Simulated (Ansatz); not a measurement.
Start from Zr in the hcp (Mg type) structure (space group P6_3/mmc, No. 194; a = 3.232 Å, c = 5.174 Å).

Level of theory: DFT with PBE, PAW potentials and a 420 eV plane-wave cutoff in Ansatz (an electronic-structure program), no SOC, earlier PAW set.

One change was made to it. Results:

| quantity | base | after |
|---|---|---|
| band gap | zero | zero |
| shortest interatomic distance | 3.189 Å | 3.110 Å |
| c/a ratio | 1.601 | 1.615 |

Problem. What was done to the base?
A. pressure 18 GPa
B. pressure −2 GPa
C. pressure 1.8 GPa
D. pressure 45 GPa
E. pressure 9 GPa

Solution. E, pressure 9 GPa. For comparison, the shortest interatomic distance in the other runs: pressure 45 GPa gives 2.848 Å; pressure 1.8 GPa gives 3.171 Å; pressure 18 GPa gives 3.050 Å; pressure −2 GPa gives 3.212 Å.

Load acts through the strain it causes; cell and atoms are relaxed under it. No phonon test of stability was made. All final runs are without spin polarisation. Measured, Zr leaves this structure (for the ω phase) near 3 GPa (temperature not stated; as listed in C. Cazorla, D. Alfè, M. J. Gillan, Physical Review B (2008)).
